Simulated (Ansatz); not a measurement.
The structure below was relaxed with Kohn–Sham DFT with the PBEsol functional, run in Ansatz (an electronic-structure program) with PAW and 420 eV plane waves, without spin-orbit coupling, earlier PAW set.

Space group F-43m (No. 216); a = b = c = 6.001 Å, α = β = γ = 90.00°

| atom | site | symmetry | x | y | z |
|---|---|---|---|---|---|
| Cl | 4c | -43m | 0.2500 | 0.2500 | 0.2500 |
| Zn | 4a | -43m | 0.0000 | 0.0000 | 0.0000 |

### Question
Write out a cell with all atoms.

### Answer
```
ZnCl
1.0
    6.00054     0.00000     0.00000
    0.00000     6.00054     0.00000
    0.00000     0.00000     6.00054
Cl Zn
4 4
Direct
  0.25000   0.25000   0.25000
  0.25000   0.75000   0.75000
  0.75000   0.25000   0.75000
  0.75000   0.75000   0.25000
  0.00000   0.00000   0.00000
  0.00000   0.50000   0.50000
  0.50000   0.00000   0.50000
  0.50000   0.50000   0.00000
```
This is the conventional cell.

Stability against distortions was not tested. The final runs are not spin-polarised. An odd electron count without spin: ZnCl. The cell was made from ZnS by this change: S → Cl; the result is a hypothetical phase, not in the database extracts checked.
